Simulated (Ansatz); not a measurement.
## SiGe (model structure, started from the PtS type, P4₂/mmc, No. 131, 4 atoms in the cell): lattice parameter c by level of theory

No measured value is used here.

```
level (code)         value (Å)
-------------------  ---------
PBE (Ansatz)             6.715
PBEsol (Ansatz)          6.655
PBE-D3(BJ) (Ansatz)      6.681
```

Ansatz's density-functional and Hartree–Fock values are scalar-relativistic unless marked +SOC, with PAW data made under PBE.

A model structure was made by putting elements into a prototype or built by hand; it is no filed structure, need not be a known phase, and can be a saddle point held by its symmetry.

Ansatz is an electronic-structure program.
